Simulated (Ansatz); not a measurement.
Input and output of a relaxation of cell and atoms for Mn3GaC (Pm-3m, 5 atoms in the cell) (Ansatz, an electronic-structure program).

Level of theory: PBEsol, default PAW files made with PBE (plane waves; Ansatz).

The change in words: atoms on their sites; basis.ecutwfc: 30.9 Ry → 18.4 Ry; relax: default → cell and atoms. Reference geometry:
```
Mn3GaC
1.0
    3.96481     0.00000     0.00000
    0.00000     3.96481     0.00000
    0.00000     0.00000     3.96481
Mn Ga C
3 1 1
Direct
  0.01261   0.50000   0.50000
  0.50000   0.00000   0.50000
  0.50000   0.50000   0.00000
  0.00000   0.00000   0.00000
  0.50000   0.50000   0.50000
```
Moments meant for the start (each program seeds them in its own way; μB, in the order of the atoms Mn Mn Mn Ga C): 4.0 4.0 4.0 0.0 0.0.

Reference input (self-consistent single point, DFT, PBEsol, plane waves, default PAW files made with PBE): basis.ecutwfc = 30.9 Ry; kpoints.mp_grid.grid = 5 5 5; hamiltonian.xc = pbesol; hamiltonian.pseudopotentials = {kind: paw} (the program's default PAW files); magnetization.spin_polarized = true; scf.occupations.method = gaussian; scf.occupations.width = 0.0073 Ry. This run's input differs from it in these lines:

Ansatz 0.2 input:
```diff
@@ -6,3 +6,3 @@
   atoms:
-    - { symbol: Mn, position: [0.01261100, 0.50000000, 0.50000000], spin: 4.0 }
+    - { symbol: Mn, position: [0.00000000, 0.50000000, 0.50000000], spin: 4.0 }
     - { symbol: Mn, position: [0.50000000, 0.00000000, 0.50000000], spin: 4.0 }
@@ -12,3 +12,3 @@
 basis:
-  ecutwfc: 30.9 Ry
+  ecutwfc: 18.4 Ry
 kpoints:
@@ -22,2 +22,4 @@
   occupations: { method: gaussian, width: 0.0073 Ry }
+relax:
+  cell: {}
 output:
```

The program printed (abridged):

```
   [... SCF lines of the steps left out ...]
relax step   1: F+E_penalty+E_count = -15590.55097487 eV  Δ(F+E_penalty+E_count) = +0.000e0 eV  max|allowed force component| = 6.542e-29 eV/Å  Δτ_max = 0.0000 Å  P = -19.809 GPa  Ω = 62.326 Å³  (14 SCF iters, dr2 threshold 1.00e-7 eV, accepted)
relax step   2: F+E_penalty+E_count = -15593.66184703 eV  Δ(F+E_penalty+E_count) = -3.111e0 eV  max|allowed force component| = 2.285e-29 eV/Å  Δτ_max = 0.0000 Å  P = +26.663 GPa  Ω = 57.059 Å³  energy of the carried Pulay correction = +3.242e0 eV  [...]
   [... lines left out ...]
relax step 119: F+E_penalty+E_count = -15590.97820481 eV  Δ(F+E_penalty+E_count) = +7.609e-3 eV  max|allowed force component| = 1.378e-29 eV/Å  Δτ_max = 0.0000 Å  P = -0.003 GPa  Ω = 54.966 Å³  energy of the carried Pulay correction = -7.614e-3 eV  [...]
relax step 120: F+E_penalty+E_count = -15590.97820483 eV  Δ(F+E_penalty+E_count) = -1.950e-8 eV  max|allowed force component| = 1.110e-29 eV/Å  Δτ_max = 0.0000 Å  P = +0.170 GPa  Ω = 54.966 Å³  stress off target by 1.70e-1 GPa  SCF on the basis [...]
basis re-selected at this cell: Δ(F+E_penalty+E_count) = -1.950e-8 eV, ΔP = +0.173 GPa vs the last step
   [... lines left out ...]
Absolute magnetization: 4.3241 μB (∫|ρ↑−ρ↓|, with the PAW one-centre terms)
Free energy (F): -15590.978205 eV
Fermi energy:    16.500532 eV
Error: variable-cell relaxation did not converge after 120 `relax_step` rows, as none of its last 54 fresh-basis SCF(s) at a relaxed cell met both thresholds with a finite energy. The last misses `relax.cell.stress_tol`: largest allowed force component 1.11e-29 eV/Å (`relax.f_tol` 1.00e-2 eV/Å), stress off the target on the free part of the cell 1.70e-1 GPa (`relax.cell.stress_tol` 5.00e-2 GPa), F+E_penalty+E_count -15590.97820483 eV. The closest is row 52, whose structure comes with this error. Larger ratio of force or stress to its threshold at each such SCF whose figures are numbers: 318.229, 163.084, 50.630, 47.386, 28.818, 5.614, 22.749, 3.492, 4.077, 4.746, 5.534, 23.678, [...]
   [... lines left out ...]
to start a new deck from the relaxed geometry:
  cell:  # Å, volume = 54.9466 Å³
    - [3.8017223186310996, -4.696460416469291e-33, -9.62964972193618e-35]
    - [-4.824855746095107e-33, 3.8017223186310996, -8.024708101613454e-36]
    - [4.172848212839011e-34, -8.024708101613454e-36, 3.8017223186310996]
  atoms:
    - { symbol: Mn, position: [-4.590206113112337e-46, 0.5, 0.5] }
    - { symbol: Mn, position: [0.5, -8.864257570579643e-47, 0.5] }
    - { symbol: Mn, position: [0.5, 0.5, -3.1084253578372235e-47] }
    - { symbol: Ga, position: [4.862708132900815e-46, 3.439998418912001e-48, -6.810966769217062e-48] }
    - { symbol: C, position: [0.5, 0.5, 0.5] }
```

The relaxation ended unconverged. 

The starting cell comes from a database of computed structures (which also holds hypothetical and non-ambient phases and stackings), without a prior relaxation at this level. Its lattice was rescaled by up to half a per cent. The cutoff lies below the one recommended for these files.

Cost on one core of a shared machine: roughly 4 min.
